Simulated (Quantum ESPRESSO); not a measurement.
Quantum ESPRESSO 7.5, DFT, PBE, plane waves, SSSP 1.1.2 efficiency PBE: a series of growing systems, each on 64 ranks. The k mesh and basis are held over the series and aren't claimed converged, least of all for the small cells.

task: scf
k mesh: 2×2×2
ecutwfc: 45 Ry
ecutrho: 360 Ry
occupations: smearing
smearing: mv
degauss: 0.02 Ry
tprnfor: true
tstress: false
k-point pools (-nk): 4
diagonalization: david (default)
mixing_mode: plain (default)
mixing_beta: 0.7 (default)
mixing_ndim: 8 (default)

Machine: one whole node, AMD EPYC (Zen 5), 96 cores on 1 socket, no SMT, 12 L3 cache groups.

Times are wall-clock medians of two to five runs, from launch to exit, with nothing else on the machine. Unless noted, each process is bound to its own block of adjacent cores. The times hold for this build (conda-forge: Open MPI 5.0, OpenMP, OpenBLAS 0.3.34 (pthreads), FFTW, ScaLAPACK, ELPA). Scratch files lie in a memory file system.

Measured:

```csv
system,conv_thr,bands,electrons,G-vectors of the density,SCF iterations,wall time,peak memory
"bcc W, atoms displaced, 4 atoms",4e-09 Ry,34,56,49449,12,1.61 s,1.7 GiB
"bcc W, atoms displaced (W8), 8 atoms",8e-09 Ry,67,112,98689,15,3.21 s,2.1 GiB
"bcc W, atoms displaced (W16), 16 atoms",1.6e-08 Ry,134,224,197213,16,11.1 s,3.2 GiB
```

Still to run:

```tsv
system	conv_thr	bands	electrons	G-vectors of the density
bcc W, atoms displaced (W24), 24 atoms	2.4e-08 Ry	202	336	296009
bcc W, atoms displaced (W36), 36 atoms	3.6e-08 Ry	302	504	444153
```

Task: Estimate time and memory of the remaining systems.

Result: The two largest measured give a power of ln(11.1/3.21) / ln(16/8) = 1.79 in the count of atoms; the table sets what it predicts beside the runs.

```csv
system,time by that power,SCF iterations,wall time,peak memory
"bcc W, atoms displaced (W24), 24 atoms",23 s,21,26.4 s,4.6 GiB
"bcc W, atoms displaced (W36), 36 atoms",47 s,26,85.2 s,8.4 GiB
```

From the smallest system to the largest the time grows as the power 1.8 of the count of atoms; from step to step the powers are 1.0, 1.8, 2.1, 2.9. In the smallest, launch, exit and the like take 0.68 s of the 1.6 s.
